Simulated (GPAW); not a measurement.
Band structure of SrAs₂Ru₂ (I4/mmm, 5 atoms in the cell).

```yaml
crystal:
  lattice:
    - [-2.08740, 2.08740, 5.70048]
    - [2.08740, -2.08740, 5.70048]
    - [2.08740, 2.08740, -5.70048]
  atoms:
    - { symbol: Sr, position: [0.00000, 0.00000, 0.00000] }
    - { symbol: As, position: [0.64322, 0.64322, 0.00000] }
    - { symbol: As, position: [0.35678, 0.35678, 0.00000] }
    - { symbol: Ru, position: [0.25000, 0.75000, 0.50000] }
    - { symbol: Ru, position: [0.75000, 0.25000, 0.50000] }
```

Method: LDA (Perdew-Wang 92), GPAW PAW datasets LDA (gpaw-data 1.0.1) (plane waves; GPAW).

Settings: mode = pw; ecut = 550 eV; xc = LDA; kpts = 6 6 6; mesh shift (steps) = 0 0 0; occupations.name = methfessel-paxton; occupations.width = 0.05 eV; occupations.order = 0; nbands = -11; convergence.forces = 0.001 eV/Å; symmetry.symmorphic = false; symmetry.tolerance = 0.0005; maxiter = 120; bandpath_npoints = 40.

The starting cell comes from a database of computed structures (which also holds hypothetical and non-ambient phases and stackings), without a prior relaxation at this level. Spin polarisation is off.

Levels in eV from the Fermi level, bands 23 to 30:
```tsv
point	23	24	25	26	27	28	29	30
Γ	-0.90	-0.27	-0.15	-0.15	0.86	1.06	1.78	2.84
X	-2.36	-0.85	-0.76	-0.68	-0.67	-0.51	1.25	1.37
Y	-2.40	-1.14	-0.70	-0.60	-0.45	-0.26	1.26	1.44
S	-1.73	-1.71	-1.52	-0.14	0.98	1.27	2.49	2.80
Z	-0.26	0.13	0.13	0.26	0.74	1.06	2.24	3.20
S1	-1.73	-1.71	-1.52	-0.14	0.98	1.27	2.49	2.80
N	-1.92	-1.88	-1.24	-0.86	1.21	1.41	2.05	2.79
P	-2.33	-0.81	-0.81	-0.68	-0.67	-0.51	1.31	1.31
Y1	-2.40	-1.14	-0.70	-0.60	-0.45	-0.26	1.26	1.44
```

Bands cross the Fermi level along this path, so the cell is metallic at this level.
